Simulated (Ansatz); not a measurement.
An Ansatz (an electronic-structure program) run: TiAl with a change (x(Lu) = 0.75, 8 atoms, Pmmm); plane-wave PAW DFT at the PBEsol level (Ansatz, 420 eV), no spin-orbit coupling.

Input:

Ansatz 0.2 input:
```yaml
crystal:
  lattice:
    - [3.0758022071, 0, 0]
    - [0, 4.211566654, 0]
    - [0, 0, 12.3619452752]
  atoms:
    - { symbol: Lu, position: [0.5, 0.5, 0.7571726034] }
    - { symbol: Lu, position: [0.5, 0.5, 0.5] }
    - { symbol: Lu, position: [0.5, 0.5, 0.2428273966] }
    - { symbol: Al, position: [0.5, 0.5, 0] }
    - { symbol: Ti, position: [0, 0, 0.889784584] }
    - { symbol: Ti, position: [0, 0, 0.6426775671] }
    - { symbol: Ti, position: [0, 0, 0.3573224329] }
    - { symbol: Ti, position: [0, 0, 0.110215416] }
basis: { ecutwfc: 420, ecutrho_ratio: 4, xc_grid: 2, fft_grid_basis: typed }
kpoints: { mp_grid: { grid: [15, 11, 4] } }
hamiltonian:
  xc: pbesol
  dispersion: none
  pseudopotentials: { kind: paw }
scf: { occupations: { method: fermi_dirac, width: 0.05 }, convergence: { dr2_threshold: 0.0000000008 } }
output: { forces: true, stress: true }
checkpoint: { write: state.ck, write_every: 1000 }
```

Output (explanatory and most iteration lines left out):

```
Pseudopotential: Lu, paw, valence charge 25
Pseudopotential: Al, paw, valence charge 3
Pseudopotential: Ti, paw, valence charge 12
Crystal: 8 atoms, lattice volume = 160.136 Å³
Basis set: ecut = 420 eV, 3113 PW (Γ), exchange–correlation on 48×60×180 points (8 copies of the dense FFT grid, shifted against one another)
Bands: 76, of which v1, the nominal top of the filled ones, is band 63 counted from 1 (62 counted from 0)
Symmetry: 8 space group operations
Space group: Pmmm (ITA 47), of the structure as read, at distance tolerance 5.4e-5 Å
k-points: 144 of 660
Functional: x = pbesol(κ = 0.804, μ = 0.12345679012345678), c = pbesol(β = 0.046)
SCF iter   1: F=—  HF=-54253.754839 eV  |F-HF|=—  |Δ(HF+E_count)|=         —  Δρ=7.21e-3  dr2=1.21e-1  ethr=1.77e-3  ⟨swp⟩=7.8  Hψ=54253  notcnv=0  defer=1
SCF iter   2: F=—  HF=-54253.743268 eV  |F-HF|=—  |Δ(HF+E_count)|=   1.16e-2  Δρ=3.46e-3  dr2=2.82e-2  ethr=9.59e-5  ⟨swp⟩=2.7  Hψ=18147  notcnv=0  defer=80
SCF 1 converged in 12 iterations: F = -54253.740381 eV  dr2 = 7.81e-11
SCF converged after 12 iterations
Free energy (F): -54253.740381 eV
Internal energy: -54253.666689 eV  (E = F + TS)
E sigma→0 (E₀):  -54253.703535 eV
Entropy (-TS):   -0.073692 eV (-9.212 meV/atom)
Fermi energy:    13.954376 eV
--- Forces (eV/Å), atoms counted from 1 ---
  atom   1  Lu     0.00000000     0.00000000    -0.00563953
  atom   2  Lu     0.00000000     0.00000000     0.00000000
  atom   3  Lu     0.00000000     0.00000000     0.00563953
  atom   4  Al     0.00000000     0.00000000     0.00000000
  atom   5  Ti     0.00000000    -0.00000000     0.00233161
  atom   6  Ti     0.00000000    -0.00000000    -0.00263221
  atom   7  Ti     0.00000000     0.00000000     0.00263221
  atom   8  Ti     0.00000000     0.00000000    -0.00233161
--- Stress (GPa, compression-positive) ---
       -0.014965      -0.000000       0.000000
       -0.000000      -0.008892      -0.000000
        0.000000      -0.000000      -0.006027
  P = ⅓ Tr σ = -0.0100 GPa (-0.100 kbar)
```

These are small ordered cells, not random alloys; other orderings at the same x differ. Stability against distortions was not tested. All final runs are without spin polarisation. The cell was made from TiAl by this change: x(Lu) = 0.75, 8 atoms, Pmmm. Lu3Ti4Al has a high density of states at the Fermi level and may be magnetic at this level.
